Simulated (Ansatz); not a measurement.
# Hypothetical Pm-3n AlN: pressure series

Base system: AlN (space group Pm-3n, No. 223; a = 5.344 Å; a hypothetical phase, not in the database extracts checked).

Cell and atoms are relaxed at each pressure.

Method: PBEsol, PAW, 420 eV (Ansatz, a first-principles code; without spin-orbit coupling).

```
P (GPa)  V (Å³/atom)
-------  -----------
-2.00         12.879
0.29          12.694
0.69          12.663
1.48          12.603
3.00          12.490
5.00          12.350
7.50          12.184
10.00         12.028
```

Problem. Fit a third-order Birch–Murnaghan equation of state.

Solution. Least squares on P(V) = (3B₀/2)[(V₀/V)^(7/3) − (V₀/V)^(5/3)]·[1 + (3/4)(B₀′ − 4)((V₀/V)^(2/3) − 1)] gives V₀ = 12.72 Å³/atom, B₀ = 161 GPa and B₀′ = 3.9.

Between the base and pressure 10 GPa the gap moves from 2.54 eV to 2.65 eV, a mean slope of 11 meV/GPa.

Load acts through the strain it causes; cell and atoms are relaxed under it. No phonon test of stability was made. No other phases were tried under pressure.
